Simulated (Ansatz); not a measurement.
# fcc Cu (0 0 1) on diamond (0 0 1) (film strained to the substrate, faces as cut)

A periodic stack without vacuum, fcc Cu (0 0 1) on diamond (0 0 1) (film strained to the substrate, faces as cut): substrate slab C16, film Cu6, surface cells [[1, 0], [1, 1]] and [[1, 0], [1, 1]], film strained by -1.6 and -1.6 %, faces C/C and Cu/Cu as cut (like faces can put a slab off its formula).

The start was prepared with a machine-learned potential, and the result is one local minimum, with the in-plane cell held and forces under 0.04 eV/Å; the film can end far from its bulk form.

These are PBE (plane waves to 420 eV, PAW; Ansatz, a quantum-chemistry and plane-wave program) values and carry that method's errors. Scalar-relativistic, without spin–orbit coupling; the runs are not spin-polarised; PBE gaps are too small against experiment. Its k-point mesh 12×12×1, Fermi–Dirac width 0.05 eV.

The interface area is 6.4 Å². The period comes out as 25.73 Å and the gaps between the outermost planes at the two interfaces is 1.53 and 1.53 Å. The C–Cu contacts across the interfaces within 1.22 times the sum of covalent radii comes out as 4, mean 1.99 Å and the hole barrier (PBE) comes out as 0.53 eV. The electron barrier (PBE) is 3.60 eV.

```
CELL_PARAMETERS angstrom
      2.52545     0.00008     0.01014
      0.00012     2.52497    -0.05032
      1.15825     0.53149    25.73220
ATOMIC_POSITIONS crystal
  C  0.93558 0.91464 0.06348
  C  0.45177 0.91484 0.03101
  C  0.40052 0.41417 0.13367
  C  0.91772 0.41443 0.09922
  C  0.86579 0.91373 0.20312
  C  0.38310 0.91399 0.16845
  C  0.33108 0.41328 0.27253
  C  0.84842 0.41354 0.23783
  C  0.79639 0.91284 0.34193
  C  0.31374 0.91309 0.30723
  C  0.26171 0.41256 0.41131
  C  0.77907 0.41268 0.37664
  C  0.72712 0.91213 0.48054
  C  0.24444 0.91229 0.44609
  C  0.19338 0.41148 0.54876
  C  0.70946 0.41187 0.51628
  Cu 0.62621 0.41247 0.68201
  Cu 0.16338 0.91168 0.60835
  Cu 0.55424 0.41392 0.82571
  Cu 0.09014 0.91337 0.75410
  Cu 0.48134 0.41514 0.97143
  Cu 0.01809 0.91457 0.89782
```
